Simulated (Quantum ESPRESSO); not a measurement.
Quick settings and what they miss: YSi₂Au₂ (I4/mmm, 5 atoms in the cell)

Self-consistent single point.

```xyz
5
Lattice="-2.0681 2.0681 4.9795 2.0681 -2.0681 4.9795 2.0681 2.0681 -4.9795" Properties=species:S:1:pos:R:3 pbc="T T T"
Y      0.0000     0.0000     0.0000
Si     0.0000     0.0000     3.8649
Si     0.0000     0.0000     6.0941
Au     2.0681     0.0000     2.4897
Au     0.0000     2.0681     2.4897
```

Level of theory: PBEsol, GBRV 1.5 ultrasoft (PBESOL) pseudopotentials (plane waves; Quantum ESPRESSO).

Base settings: ecutwfc = 40 Ry; ecutrho = 320 Ry; occupations = smearing; smearing = cold; degauss = 0.0073499 Ry; potentials = {Y: y_pbesol_v1.4.uspp.F.UPF, Si: si_pbesol_v1.uspp.F.UPF, Au: au_pbesol_v1.uspp.F.UPF}; K_POINTS = automatic 9 9 9 0 0 0; conv_thr = 1e-09 Ry.

Tight run (finer mesh or higher cutoff; not a proven limit): ecutwfc: 40 Ry → 56 Ry; ecutrho: 320 Ry → 448 Ry; conv_thr: 1e-09 Ry → 7.3e-11 Ry; K_POINTS: automatic 9 9 9 0 0 0 → automatic 13 13 13 0 0 0. It gave Fermi level (on the code's own zero) 14.32 eV; pressure 8.06 GPa; largest force (vector length) 0.077 eV/Å.

Quick runs, as changes from the base:
- A: the base itself
- B: ecutwfc: 40 Ry → 32 Ry; ecutrho: 320 Ry → 256 Ry; smearing: cold → mp; degauss: 0.0073499 Ry → 0.036749 Ry; conv_thr: 1e-09 Ry → 7.3e-05 Ry; K_POINTS: automatic 9 9 9 0 0 0 → automatic 6 6 6 1 1 1
- C: ecutwfc: 40 Ry → 20 Ry; ecutrho: 320 Ry → 160 Ry; smearing: cold → gauss; degauss: 0.0073499 Ry → 0.036749 Ry; K_POINTS: automatic 9 9 9 0 0 0 → automatic 8 8 8 0 0 0
- D: ecutwfc: 40 Ry → 28 Ry; ecutrho: 320 Ry → 224 Ry; degauss: 0.0073499 Ry → 0.0147 Ry; pseudopotentials: {Y: y_pbesol_v1.4.uspp.F.UPF, Si: si_pbesol_v1.uspp.F.UPF, Au: au_pbesol_v1.uspp.F.UPF} → {Y: y_lda_v1.4.uspp.F.UPF, Si: si_lda_v1.uspp.F.UPF, Au: au_lda_v1.uspp.F.UPF}; K_POINTS: automatic 9 9 9 0 0 0 → automatic 4 4 4 1 1 1 [LDA (PZ)]
- E: ecutwfc: 40 Ry → 24 Ry; ecutrho: 320 Ry → 192 Ry; smearing: cold → fd; degauss: 0.0073499 Ry → 0.0147 Ry; K_POINTS: automatic 9 9 9 0 0 0 → automatic 6 6 6 0 0 0
- F: ecutwfc: 40 Ry → 24 Ry; ecutrho: 320 Ry → 192 Ry; K_POINTS: automatic 9 9 9 0 0 0 → automatic 3 3 3 0 0 0

Energies are extrapolated to zero smearing width, which holds to low order in the width alone (under cold and Methfessel-Paxton smearing the free energy itself is taken).

Dashes: pressure of B, not trusted under this conv_thr with d or f elements; energy of D, another energy zero; time of D, F, under 30 s.

† marks runs with another functional, U, potentials or spin treatment: their distance from the tight run is not a convergence error alone.

The count of work is k-points × plane waves × bands × iterations; it is no time. Core times come from one kind of shared machine and are given to one figure; runs under 30 s give none.

The starting cell comes from a database of computed structures (which also holds hypothetical and non-ambient phases and stackings), without a prior relaxation at this level. Its lattice was rescaled by a random factor within 2.5 % of one. In the base run, with a pressure of about 8 GPa the cell is away from its equilibrium volume at this level.

| run | energy less tight (meV/atom) | pressure less tight (GPa) | largest miss in a force vector (eV/Å) | count of work / tight | core time / tight (rough) |
|---|---|---|---|---|---|
| A | 2.2 | 0.04 | 0.026 | 0.23 | 0.3 |
| B | 5.6 | – | 0.058 | 0.031 | 0.07 |
| C | 175.6 | -12.39 | 0.050 | 0.059 | 0.06 |
| D† | – | -3.67 | 0.080 | 0.018 | – |
| E | 19.5 | -1.10 | 0.023 | 0.039 | 0.04 |
| F | -14.1 | -1.16 | 0.097 | 0.0065 | – |

Among the runs at the tight run's level, the energy misses run from 2.2 to 175.6 meV/atom.
